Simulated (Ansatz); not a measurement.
Seebeck coefficient (μV/K, mean over directions) of n-type monolayer HfS$_{2}$ against carrier density, Ansatz (an electronic-structure program) with PBE, rigid bands. Computed gap 1.31 eV; densities at which minority carriers matter at this gap, or further valleys turn the trend, are left out. Conductivity mass 0.45 mₑ (harmonic mean over directions), N_c = 2.6e13 cm⁻² at 300 K.

| electron density | 300 K | 500 K |
|---|---|---|
| 1.9e9 cm⁻² | -987 | -1030 |
| 1.9e10 cm⁻² | -788 | (withheld) |
| 1.9e11 cm⁻² | -590 | -633 |
| 5.7e11 cm⁻² | -495 | -539 |
| 1.9e12 cm⁻² | (withheld) | -435 |
| 5.7e12 cm⁻² | -297 | -340 |
| 1.9e13 cm⁻² | -194 | -237 |
| 5.7e13 cm⁻² | -104 | -144 |
| 1.9e14 cm⁻² | (withheld) | -57 |

### Question
Complete the blanks.

### Answer

- 1.9e10 cm⁻², 500 K: -832
- 1.9e12 cm⁻², 300 K: -391
- 1.9e14 cm⁻², 300 K: -35

Rigid bands with a gap fixed in temperature, one relaxation time for all states, no polarons or phonon drag, and whether or not such doping can be reached. Spin-orbit coupling is left out; with 5d elements it also splits d-like band edges.

Model free-standing layer, not matched to a measured one here: monolayer HfS2.
